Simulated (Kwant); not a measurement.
Model system: wire with a side stub in a ZnO two-dimensional gas. Effective mass 0.3 mₑ, grid spacing 2 nm, hard walls, nominal width 60 nm (29 grid rows, so walls 60 nm apart), one parabolic valley, scattering region 180 nm long along x; energies count from the band bottom; Fermi energy swept from 0.00027854 to 0.0033077 eV. Closed stub on one side, 62 nm wide and 31 nm deep.

Constants are typed, rounded textbook-type inputs, not results; the design itself was drawn at random and stands for no fabricated device.

Computed with Kwant: effective-mass tight-binding model on a square grid, one spin, coherent transport at 0 K. Conductance is in e²/h.

**Question.** How many channels do the leads carry at E = 1.12 meV?

**Answer.** The hard-wall thresholds are n² ħ²π²/(2mW²) = n² × 0.348 meV with W = 60 nm. √(1.12/0.348) = 1.79, so 1.
